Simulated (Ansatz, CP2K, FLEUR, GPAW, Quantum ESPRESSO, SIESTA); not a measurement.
# One structure in several programs: Sc2Co (I4/mcm, 6 atoms in the cell)

Self-consistent single point.

```
CELL_PARAMETERS angstrom
     -3.15008     3.15008     2.82160
      3.15008    -3.15008     2.82160
      3.15008     3.15008    -2.82160
ATOMIC_POSITIONS crystal
  Sc 0.32159 0.82159 0.14318
  Sc 0.67841 0.17841 0.85682
  Sc 0.82159 0.67841 0.50000
  Sc 0.17841 0.32159 0.50000
  Co 0.75000 0.75000 0.00000
  Co 0.25000 0.25000 0.00000
```

Shared settings, as Ansatz (a program for electronic structure) writes them: kpoints.mp_grid.grid = 5 5 5; scf.occupations.method = fermi_dirac; scf.occupations.width = 0.05 eV. Potentials and cutoffs stand in the table.

```tsv
code	model	pressure (GPa)	largest force (eV/Å)	cutoff
Quantum ESPRESSO	LDA (PZ), PSlibrary ultrasoft (LDA) pseudopotentials	-8.36	0.145	55 Ry
GPAW	LDA (Perdew-Wang 92), GPAW PAW datasets LDA (gpaw-data 1.0.1)	-7.67	0.144	850 eV
Ansatz	LDA (PW92), PAW files made with PBE	-7.72	0.147	default
FLEUR	LDA (Perdew-Zunger), all-electron FLAPW (FLEUR), scalar-relativistic valence	–	0.125	Kmax 4.2 1/bohr
SIESTA	LDA PW92, numerical atomic orbitals DZP, PseudoDojo LDA standard norm-conserving potentials (rewritten from UPF to PSML)	-9.61	0.118	grid 300 Ry
CP2K	LDA (Pade form), GPW, DZVP-MOLOPT-PBE-GTH basis, GTH-PBE potentials (POTENTIAL_UZH)	-7.34	0.147	grid 650 Ry
```

A dash marks a value that a program does not give, or that is left out as unsure.

On Ansatz's run: spin polarisation is off.

The spread over the programs that give each value: pressure within 2.27 GPa; largest force within 0.029 eV/Å.

SIESTA and CP2K use small atom-centred bases, whose incompleteness enters pressures, forces and empty levels differently from a plane-wave cutoff. FLEUR treats all electrons, but the usual bases taken here (sphere radii, linearisation, local orbitals, empty states) were not tested for convergence, so the values are no reference for the others. Ansatz's pressure is given at a fixed set of plane waves, as the other plane-wave codes print theirs. The same LDA comes in different parametrisations, which differ slightly. In the pressure, SIESTA (by 1.88) lies more than 1 GPa from the median of the plane-wave programs.

The starting cell comes from a database of computed structures (which also holds hypothetical and non-ambient phases and stackings), without a prior relaxation at this level. Its lattice was rescaled by a random factor within 2.5 % of one.

Left out of this page: Elk (not drawn, or without a comparable value).

Keys are those of Ansatz 0.2.
